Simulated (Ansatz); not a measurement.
Take Cs$_{3}$AuS in the anti-perovskite structure (space group Pm-3m, No. 221; a hypothetical phase, not in the database extracts checked) as the base.

```xyz
5
Lattice="6.6775 0.0000 0.0000 0.0000 6.6775 0.0000 0.0000 0.0000 6.6775" Properties=species:S:1:pos:R:3 pbc="T T T"
Cs     0.0000     3.3387     3.3387
Cs     3.3387     0.0000     3.3387
Cs     3.3387     3.3387     0.0000
Au     0.0000     0.0000     0.0000
S      3.3387     3.3387     3.3387
```

The values are results of Ansatz (a quantum-chemistry and plane-wave program), PBE, PAW, cutoff 420 eV, scalar-relativistic without spin-orbit coupling, not measurements.

Before the change:

| Property | Result |
|---|---|
| Electron mass | 0.34 mₑ along k, 0.56 mₑ across (at X) |
| Valley order | X along ⟨100⟩ 1.14 eV; a point along ⟨110⟩, about 0.4 Å⁻¹ from Γ 1.66 eV; a point along ⟨111⟩, about 0.4 Å⁻¹ from Γ 1.72 eV |
| Smallest direct gap | 1.22 eV |

Perturbation: hydrostatic tension (pressure −1 GPa).

### Question
How does this affect the electron mass?

### Answer
The electron mass changes from 0.34 mₑ along k, 0.56 mₑ across (at X) to 0.38 mₑ along k, 0.57 mₑ across (at X).

### Question
Predict the new valley order.

### Answer
The valley order (the lowest conduction-band minima on the path, energy above the VBM, named in the base's zone) changes from X along ⟨100⟩ 1.14 eV; a point along ⟨110⟩, about 0.4 Å⁻¹ from Γ 1.66 eV; a point along ⟨111⟩, about 0.4 Å⁻¹ from Γ 1.72 eV to X along ⟨100⟩ 1.29 eV; a point along ⟨110⟩, about 0.4 Å⁻¹ from Γ 1.74 eV; a point along ⟨111⟩, about 0.4 Å⁻¹ from Γ 1.83 eV.

### Question
What does the calculation give for the smallest direct gap after the change?

### Answer
The smallest direct gap grows by 0.13 eV (1.22 eV → 1.35 eV).

With Au present, leaving out spin-orbit coupling can change the band edges. Load acts through the strain it causes; cell and atoms are relaxed under it. Effective masses come from finite differences of ±0.01 Å⁻¹. Along k means along the line from Γ to the band edge. No phonon test of stability was made.
